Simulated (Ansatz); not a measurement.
Reference: monolayer SnS$_{2}$, PBE, rigid bands (plane waves, PAW, scalar-relativistic; Ansatz, a quantum-chemistry and plane-wave program); axes and stresses refer to this cell.

```
CELL_PARAMETERS angstrom
      3.70150     0.00000     0.00000
     -1.85075     3.20560     0.00000
      0.00000     0.00000    18.93629
ATOMIC_POSITIONS crystal
  Sn 0.00000 0.00000 0.50000
  S  0.33333 0.66667 0.57808
  S  0.66667 0.33333 0.42192
```

* **band gap**: 1.57 eV
* **electron conductivity mass**: 0.40 mₑ
* **hole conductivity mass**: 0.55 mₑ

Question: After one change the values are band gap 1.49 eV; electron conductivity mass 0.46 mₑ; hole conductivity mass 2.3 mₑ. What was changed between the two runs?
A) biaxial strain +3 % with spin-orbit coupling
B) biaxial strain +5 % with spin-orbit coupling
C) biaxial strain +1 % with spin-orbit coupling
D) biaxial strain +2 % with spin-orbit coupling

Answer: B, biaxial strain +5 % with spin-orbit coupling

Masses are for dilute carriers at 300 K, harmonic means over directions unless an axis is named. Spin-orbit coupling is left out unless a row names it. The structure type is held under load, also where the real crystal would transform.
